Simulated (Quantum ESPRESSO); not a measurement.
Parameter sweep on HfRh3 (Pm-3m, 4 atoms in the cell)

```xyz
4
Lattice="3.9142 0.0000 0.0000 0.0000 3.9142 0.0000 0.0000 0.0000 3.9142" Properties=species:S:1:pos:R:3 pbc="T T T"
Hf     0.0000     0.0000     0.0000
Rh     1.9571     0.0000     1.9571
Rh     0.0000     1.9571     1.9571
Rh     1.9571     1.9571     0.0000
```

Base run A: PBEsol, SSSP 1.1.2 efficiency (PBE) pseudopotentials in Quantum ESPRESSO, self-consistent single point.

Its settings: ecutwfc = 60 Ry; occupations = smearing; smearing = marzari-vanderbilt; degauss = 0.0036749 Ry; input_dft = pbesol; potentials = {Hf: Hf-sp.oncvpsp.upf, Rh: Rh_ONCV_PBE-1.0.oncvpsp.upf}; K_POINTS = automatic 11 11 11 0 0 0; conv_thr = 1e-11 Ry.

The starting cell comes from a database of computed structures (which also holds hypothetical and non-ambient phases and stackings), without a prior relaxation at this level. Spin polarisation is off. In the base run, with a pressure of about -4 GPa the cell is away from its equilibrium volume at this level.

A dash stands where there is no value to compare (another energy zero or no entropy term, no result, no spin, no clean gap, or a mesh too coarse for one). 

Run A gave: pressure (GPa) -4.19.

Runs:
- B: vdw_corr: default → grimme-d3; dftd3_version: default → 3; dftd3_threebody: default → false [PBEsol-D3(0)]
- C: vdw_corr: default → grimme-d3; dftd3_version: default → 4; dftd3_threebody: default → false [PBEsol-D3(BJ)]
- D: vdw_corr: default → grimme-d3; dftd3_version: default → 4; dftd3_threebody: default → true [PBEsol-D3(BJ) with three-body term]

Problem. What does run C change against A?

Solution. The pressure goes from -4.19 to -10.77 GPa.

Problem. What does run D change against A?

Solution. The pressure goes from -4.19 to -9.18 GPa.

Problem. What does run B change against A?

Solution. The pressure goes from -4.19 to -11.05 GPa.

| run | pressure (GPa) | dispersion energy (eV/atom) |
|---|---|---|
| A | -4.19 | – |
| B | -11.05 | -0.467 |
| C | -10.77 | -0.609 |
| D | -9.18 | -0.535 |

Left out of this page: 1 run of the series held back from this collection.
